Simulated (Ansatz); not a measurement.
# TiO2: response to strain

The reference is TiO$_{2}$ in the anatase structure (space group I4_1/amd, No. 141; a = 3.778 Å, c = 9.584 Å). Axes: x, y, z lie along a, b, c of the conventional cell.

Strains are applied to the cell and any free atomic positions relax; under biaxial strain the out-of-plane vector relaxes too; under stress the whole cell relaxes.

Level of theory: DFT with r2SCAN, PAW potentials and a 500 eV plane-wave cutoff in Ansatz (a first-principles code), spin-orbit coupling left out.

Notes on the quantities. energy relative to the base: free energy F.

| change | smallest direct gap | shortest interatomic distance | energy relative to the base | gap character |
|---|---|---|---|---|
| base | 2.87 eV | 1.933 Å | 0 meV/atom | – |
| biaxial strain −4.23 %, plane normal [001], relaxed out of plane | 3.27 eV | 1.883 Å | +38 meV/atom | – |
| uniaxial strain ε_xx = +1.37 % | 2.82 eV | 1.935 Å | +2.3 meV/atom | indirect, k = (0, 0, 0.417) in the run's primitive reciprocal basis → Γ |
| uniaxial strain ε_xx = +3.72 % | 2.74 eV | 1.939 Å | +16 meV/atom | indirect, k = (0, 0, 0.417) in the run's primitive reciprocal basis → Γ |
| uniaxial strain ε_xx = +5.27 % | 2.69 eV | 1.926 Å | +30 meV/atom | indirect, k = (0, 0, 0.417) in the run's primitive reciprocal basis → Γ |
| uniaxial strain ε_zz = +4.62 % | 2.85 eV | 1.948 Å | +15 meV/atom | – |
| uniaxial stress, 2 GPa compression along x | 2.89 eV | 1.921 Å | +0.6 meV/atom | indirect, Γ–T (87 % along) → Γ |
| uniaxial stress, 5 GPa tension along x | 2.81 eV | 1.926 Å | +3.7 meV/atom | indirect, k = (0, 0, 0.417) in the run's primitive reciprocal basis → Γ |
| uniaxial stress, 1 GPa compression along x | 2.88 eV | 1.927 Å | +0.1 meV/atom | indirect, Γ–T (87 % along) → Γ |

Beyond what the load breaks, stability against distortions was not tested. All final runs are without spin polarisation. Labels are those of the standard path for the cell's own space group.
